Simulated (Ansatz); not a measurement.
Eu on the Li site (Eu_Li) (rock-salt LiF host)

Level of theory: PBE, PAW (plane waves to 420 eV; Ansatz, an electronic-structure program). Cell: 64 sites, 2×2×2; final energies on a 2×2×2 shifted mesh. Site at the start: the Li site. Energies of charged states are corrected for periodic images (point charge plus alignment at distant sites). Dielectric constants: PBE linear response of the host. Host gap at this level: 8.83 eV. These values are not converged in cell size to better than tenths of an eV. PBE underestimates the host's gap, which shifts levels and can delocalise carriers. Spin–orbit coupling is left out, and no Hubbard U is applied to the open shells. Each state is the lowest found from its start.

Formation energies E_f are given with the Fermi level at the valence-band maximum. Chemical conditions: F-rich (Δμ(Li) = -5.89 eV, Δμ(Eu) = -14.45 eV, bounded by EuF3 (Pnma); only phases computed here count, gases as isolated molecules at 0 K). Reference phases: Eu: bcc Eu, ferromagnetic, Li: bcc Li.

```json
[
 {"charge": "+2†", "moment (μB)": "6.0", "point group": "–", "largest move off a lattice site (Å)": "0.24", "image correction with alignment (eV)": "2.50", "E_f, F-rich (eV)": "–"},
 {"charge": "+1†", "moment (μB)": "7.0", "point group": "–", "largest move off a lattice site (Å)": "0.26", "image correction with alignment (eV)": "0.98", "E_f, F-rich (eV)": "–"},
 {"charge": "0", "moment (μB)": "8.0", "point group": "C3v", "largest move off a lattice site (Å)": "0.49", "image correction with alignment (eV)": "0.00", "E_f, F-rich (eV)": "13.82"},
 {"charge": "−1†", "moment (μB)": "7.0", "point group": "–", "largest move off a lattice site (Å)": "0.66", "image correction with alignment (eV)": "-0.48", "E_f, F-rich (eV)": "–"}
]
```

† Not settled in this cell, so no level is given: charge +2: a large or scattered potential alignment; charge +1: a large or scattered potential alignment; charge −1: carriers not clearly localised, a large or scattered potential alignment.

Point groups are those of the whole cell at tolerances of 0.03 and 0.1 Å ("near" where only the looser one holds); none is given for unsettled states.

Starting moments that weren't kept: charge 0 began with 6 μB and ended with 8.0; charge −1 began with 5 μB and ended with 7.0.

Flagged in the runs: a doubtful potential alignment.

All states together cost around 50 core-minutes (rough).
